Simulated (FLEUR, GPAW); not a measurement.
A FLEUR input for a self-consistent single point of YPt₂ (Fd-3m, 6 atoms in the cell) (DFT, PBEsol, all-electron FLAPW (FLEUR), scalar-relativistic valence):

Input of the input generator:

```
YPt2 FLAPW
&input film=f /
-0.0000000000 7.2289488685 7.2289488685
7.2289488685 -0.0000000000 7.2289488685
7.2289488685 7.2289488685 -0.0000000000
1.0
1.0 1.0 1.0

6
39 0.5000000000 0.5000000000 0.5000000000
39 0.7500000000 0.7500000000 0.7500000000
78 0.6250000000 0.1250000000 0.1250000000
78 0.1250000000 0.1250000000 0.6250000000
78 0.1250000000 0.6250000000 0.1250000000
78 0.1250000000 0.1250000000 0.1250000000

&comp jspins=1 /
&exco xctyp='PBEs' /
&kpt div1=6 div2=6 div3=6 gamma=t /
&end /
```

```xml
<?xml version="1.0" encoding="UTF-8" standalone="no"?>
<fleurInput fleurInputVersion="0.39">
   <comment>
      YPt2 FLAPW                                                                                          
   </comment>
   <calculationSetup>
      <cutoffs Kmax="4.3" Gmax="15.0" GmaxXC="15.0" numbands="0"/>
      <scfLoop itmax="100" minDistance="0.00001" maxIterBroyd="15" imix="Anderson" alpha="0.05" precondParam="0.0" spinf="2.0"/>
      <coreElectrons ctail="T" frcor="F" kcrel="0" coretail_lmax="0"/>
      <xcFunctional name="PBEs" relativisticCorrections="F"/>
      <magnetism jspins="1"/>
      <soc l_soc="F" theta="0.0" phi="0.0" spav="F"/>
      <expertModes spex="0" secvar="F"/>
      <geometryOptimization l_f="T" forcealpha="1.0" forcemix="BFGS" epsdisp="0.00001" epsforce="0.00001"/>
      <ldaU l_linMix="F" mixParam="0.05" spinf="1.0"/>
   </calculationSetup>
   <cell>
      <bzIntegration valenceElectrons="86.0" mode="gauss" fermiSmearingEnergy="0.00367493">
         <kPointListSelection listName="default-1"/>
         <!-- k-points included here -->
         <xi:include xmlns:xi="http://www.w3.org/2001/XInclude" href="kpts.xml"> </xi:include>
      </bzIntegration>
      <!-- symmetry operations included here -->
      <xi:include xmlns:xi="http://www.w3.org/2001/XInclude" href="sym.xml"> </xi:include>
      <bulkLattice scale="1.0">
         <bravaisMatrix>
            <row-1>    0.0000000000000000     7.2289488684999998     7.2289488684999998</row-1>
            <row-2>    7.2289488684999998     0.0000000000000000     7.2289488684999998</row-2>
            <row-3>    7.2289488684999998     7.2289488684999998     0.0000000000000000</row-3>
         </bravaisMatrix>
      </bulkLattice>
   </cell>
   <atomSpecies>
      <species name="Yttrium (Y)" element="Y" atomicNumber="39">
         <mtSphere radius="2.63" gridPoints="925" logIncrement="0.014"/>
         <atomicCutoffs lmax="10" lnonsphr="8"/>
         <electronConfig flipSpins="F">
            <coreConfig>(1s1/2) (2s1/2) (2p1/2) (2p3/2) (3s1/2) (3p1/2) (3p3/2) (3d3/2) (3d5/2)</coreConfig>
            <valenceConfig>(4s1/2) (4p1/2) (4p3/2) (5s1/2) (4d3/2) (4d5/2)</valenceConfig>
            <stateOccupation state="(4d3/2)" spinUp="0.2" spinDown="0.2"/>
            <stateOccupation state="(4d5/2)" spinUp="0.3" spinDown="0.3"/>
         </electronConfig>
         <energyParameters s="5" p="5" d="4" f="4"/>
         <lo type="SCLO" l="0" n="4" eDeriv="0"/>
         <lo type="SCLO" l="1" n="4" eDeriv="0"/>
      </species>
      <species name="Platinum (Pt)" element="Pt" atomicNumber="78">
         <mtSphere radius="2.34" gridPoints="823" logIncrement="0.016"/>
         <atomicCutoffs lmax="10" lnonsphr="8"/>
         <electronConfig flipSpins="F">
            <coreConfig>(1s1/2) (2s1/2) (2p1/2) (2p3/2) (3s1/2) (3p1/2) (3p3/2) (4s1/2) (3d3/2) (3d5/2) (4p1/2) (4p3/2) (5s1/2) (4d3/2) (4d5/2) (4f5/2) (4f7/2)</coreConfig>
            <valenceConfig>(5p1/2) (5p3/2) (6s1/2) (5d3/2) (5d5/2)</valenceConfig>
            <stateOccupation state="(6s1/2)" spinUp="0.5" spinDown="0.5"/>
            <stateOccupation state="(5d3/2)" spinUp="1.8" spinDown="1.8"/>
            <stateOccupation state="(5d5/2)" spinUp="2.7" spinDown="2.7"/>
         </electronConfig>
         <energyParameters s="6" p="6" d="5" f="5"/>
         <lo type="SCLO" l="1" n="5" eDeriv="0"/>
      </species>
   </atomSpecies>
   <atomGroups>
      <atomGroup species="Yttrium (Y)">
         <relPos label="                   1">3.000/8.000 3.000/8.000 3.000/8.000</relPos>
         <relPos label="                   2">-3.000/8.000 -3.000/8.000 -3.000/8.000</relPos>
         <force calculate="T" relaxXYZ="TTT"/>
      </atomGroup>
      <atomGroup species="Platinum (Pt)">
         <relPos label="                   3">1.000/2.000 .0000000000 .0000000000</relPos>
         <relPos label="                   4">.0000000000 .0000000000 1.000/2.000</relPos>
         <relPos label="                   5">.0000000000 1.000/2.000 .0000000000</relPos>
         <relPos label="                   6">.0000000000 .0000000000 .0000000000</relPos>
         <force calculate="T" relaxXYZ="TTT"/>
      </atomGroup>
   </atomGroups>
   <output dos="F" band="F" slice="F">
      <checks vchk="F" cdinf="F"/>
      <bandDOS minEnergy="-.5*Htr" maxEnergy="0.5*Htr" sigma="0.015" storeEVData="T"/>
      <vacuumDOS vacdos="F" integ="F" star="F" nstars="0" locx1="0.0" locy1="0.0" locx2="0.0" locy2="0.0" nstm="0" tworkf="0.0"/>
      <unfoldingBand unfoldBand="F" supercellX="1" supercellY="1" supercellZ="1"/>
      <plotting iplot="0" polar="F">
         <plot TwoD="T" vec1="  1.0  0.0  0.0" vec2="  0.0  1.0  0.0" vec3="  0.0  0.0  1.0" zero="  0.0  0.0  0.0" file="plot"/>
      </plotting>
      <chargeDensitySlicing numkpt="0" minEigenval="0.0" maxEigenval="0.0" nnne="0" pallst="F"/>
      <specialOutput eonly="F"/>
      <magneticCircularDichroism mcd="F" energyLo="-10.0" energyUp="0.0"/>
   </output>
  <!-- We include the file relax.xml here to enable relaxations (see documentation) -->
  <xi:include xmlns:xi="http://www.w3.org/2001/XInclude" href="relax.xml"> <xi:fallback/> </xi:include>
</fleurInput>
```

**Question.** Write the same calculation as an input for GPAW.

**Answer.** This is the input that was run; spellings and numerical settings could be chosen otherwise.

```python
from ase import Atoms
from ase.units import GPa
from gpaw import GPAW

atoms = Atoms(['Y', 'Y', 'Pt', 'Pt', 'Pt', 'Pt'],
              cell=[[0.000000, 3.825395, 3.825395],
                    [3.825395, 0.000000, 3.825395],
                    [3.825395, 3.825395, 0.000000]],
              scaled_positions=[[0.500000, 0.500000, 0.500000],
                                [0.750000, 0.750000, 0.750000],
                                [0.625000, 0.125000, 0.125000],
                                [0.125000, 0.125000, 0.625000],
                                [0.125000, 0.625000, 0.125000],
                                [0.125000, 0.125000, 0.125000]],
              pbc=True)

calc = GPAW(mode={'name': 'pw', 'ecut': 550},
            xc='PBEsol',
            kpts={'size': (6, 6, 6), 'gamma': True},
            occupations={'name': 'methfessel-paxton', 'width': 0.1, 'order': 0},
            nbands=-14,
            convergence={'density': 1e-05, 'energy': 1e-05},
            symmetry={'symmorphic': False, 'tolerance': 0.0005},
            maxiter=150,
            txt='-')

atoms.calc = calc

energy = atoms.get_potential_energy()
print('Energy (eV):', round(energy, 6))
forces = atoms.get_forces()
print('Forces (eV/Ang):')
print(forces.round(5))
stress = atoms.get_stress()
print('Stress (GPa, Voigt):', (stress / GPa).round(4))
```

Basis settings and potentials, where a program has them, do not carry over. This input uses DFT PBEsol, plane waves, GPAW PAW datasets PBEsol (made by gpaw-setup).

The starting cell comes from a database of computed structures (which also holds hypothetical and non-ambient phases and stackings), without a prior relaxation at this level.
